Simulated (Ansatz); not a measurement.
Take Ni$_{2}$Si (space group Pnma, No. 62; a = 5.020 Å, b = 3.731 Å, c = 7.077 Å; non-magnetic) as the base.

(Cell as relaxed with PBE.)

Levels (all Ansatz, an electronic-structure program, PAW): PBE (420 eV, without spin-orbit coupling); PBEsol (420 eV, spin-orbit coupling left out).

Each level relaxes its own structure.

| base | PBE | PBEsol |
|---|---|---|
| volume per atom | 11.05 Å³ | 10.62 Å³ |
| band gap | zero | zero |

The change: cell and atoms relaxed at a pressure of 9 GPa.

```tsv
quantity	PBE	PBEsol
shortest interatomic distance	2.291 Å	…
band gap	zero	…
```

Problem. What does PBEsol give?

Solution. 
- shortest interatomic distance, PBEsol: 2.269 Å
- band gap, PBEsol: zero

PBE's shortest interatomic distance lies 0.022 Å above PBEsol's (1.0 %); the two agree on the band gap. Neither level is exact; PBEsol is the comparison here, not a measurement.

Load acts through the strain it causes; cell and atoms are relaxed under it. No phonon test of stability was made. No other phases were tried under pressure. Seeded moments were not kept for the base. All final runs are without spin polarisation.
